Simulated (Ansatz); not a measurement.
# H2O on the (0001) surface of wurtzite GaN (2x2 with 3 H on 4 top atoms; a constructed slab, bottom: 3 H on 4 bottom sites), one in a cell of 36 Å², started at the site 'bridge H-H (span 3.2 Å)'

Host crystal: wurtzite GaN, with a band gap (PBE, scalar-relativistic without spin-orbit coupling).

Computed with PBE (plane waves to 420 eV, PAW; Ansatz, a program for electronic structure).

Slab: 49 atoms, 13.8 Å thick at the start with caps and adatoms under the adsorbate (thin: gaps and levels are the slab's own); k 4x4x1, smearing 0.01 eV, dipole-corrected; 23 atoms held, the rest relaxed; no symmetry held; no spin, no spin-orbit, no U, no dispersion correction. At the end it is bonded to Ga. In PBE it is, or lies within 0.03 eV of, the lowest of the starts that converged.

The adsorption energy against H2O(g) is -0.97 eV, the gap of the slab on its k-mesh is 1.99 eV and the highest filled level below the top vacuum level is 5.69 eV. The change of the step from the bottom to the top vacuum level, against the clean slab is -1.15 eV. The energy released by relaxation is 2.55 eV. The height of the binding atom over the mean of the host atoms within 0.3 Å of the top one comes out as 0.242 Å and the nearest host atoms of the binding atom is Ga at 2.11 Å, H at 2.76 Å, H at 2.89 Å. The largest move of a host atom is 0.18 Å, the caution is the clean host was not checked against rearrangement in a larger or rattled cell and the note is in the relaxation the adsorbate left its starting site by 2.6 Å.

A negative adsorption energy means that the adsorbate is more stable on the surface than in its reference.
